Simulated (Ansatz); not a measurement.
# CdTe under a change: pressure 30 GPa

Consider CdTe in the zinc blende structure (space group F-43m, No. 216; a = 6.6186 Å).

Perturbation: a hydrostatic pressure of 30 GPa.

Method: PBE/PAW in Ansatz (a first-principles code), scalar-relativistic without spin-orbit coupling, earlier PAW set. k-mesh 9×9×9 (Γ-centred); smearing 0.05 eV (Fermi–Dirac).

The volume per atom decreases by 10.98 Å³ to 25.26 Å³ and the density grows by 2.39 g/cm³, from 5.50 g/cm³ to 7.89 g/cm³. The lattice parameter a shrinks by 0.7504 Å (6.619 Å → 5.868 Å) and the enthalpy H = E + PV relative to the base's energy comes out as +5.46 eV/atom. The band gap grows by 1.093 eV to 1.68 eV and the gap character stays direct at Γ. The width of the top valence band rises by 1.83 eV (1.94 eV → 3.77 eV) and the electron mass changes from 0.053 mₑ (at Γ) to 0.11 mₑ (at Γ). The hole mass (degenerate bands, along [100]) goes from 0.053, 0.57, 0.57 mₑ (at Γ) to 0.11, 0.31, 0.31 mₑ (at Γ) and the valley order (the lowest conduction-band minima on the path, energy above the VBM, named in the base's zone) becomes Γ 1.68 eV; X along ⟨100⟩ 1.78 eV; L along ⟨111⟩ 2.04 eV (base: Γ 0.58 eV; L along ⟨111⟩ 1.76 eV).

Spin-orbit coupling, missing from the scalar runs, can matter with Te. Load acts through the strain it causes; cell and atoms are relaxed under it. Masses are band curvatures over ±0.01 Å⁻¹ around the edge. No phonon test of stability was made. Measured, CdTe leaves this structure (for cinnabar) near 3.53 GPa (temperature not stated; as listed in Datta, Sujoy, Jana, Debnarayan, arXiv (2020)), on rising pressure, with hysteresis.
